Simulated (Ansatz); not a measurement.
Consider ZnO in the wurtzite structure (space group P6_3mc, No. 186; a = 3.235 Å, c = 5.211 Å).

Modification: electron doping at 7.0×10^21 cm⁻³ (0.331 per cell), with a uniform compensating background at fixed cell and a 300 K Fermi–Dirac width.

Method: Kohn–Sham DFT with the r2SCAN functional, run in Ansatz (a quantum-chemistry and plane-wave program) with PAW and 500 eV plane waves, no spin-orbit coupling, earlier PAW set.

Base, band edges from the VBM (valence, conduction): K -1.77, 8.15; H -1.29, 8.53; M -0.87, 6.43; L -1.41, 6.28; A -0.40, 3.94; Γ 0.00, 1.23 eV.

Problem. Give the band edges at the high-symmetry points of the new zone, measured from its valence-band maximum.

Solution. 
```csv
point,valence edge (eV),conduction edge (eV)
Γ,0.00,1.09
M,-0.87,6.32
K,-1.79,7.96
A,-0.41,3.83
L,-1.43,6.12
H,-1.30,8.39
```

The gap is 1.09 eV, direct at Γ.

Charged cell with a jellium background: band edges are those of the host's band count, energies are not comparable with the neutral cell, and many-body gap narrowing is missing. Whether these cells are dynamically stable was not tested.
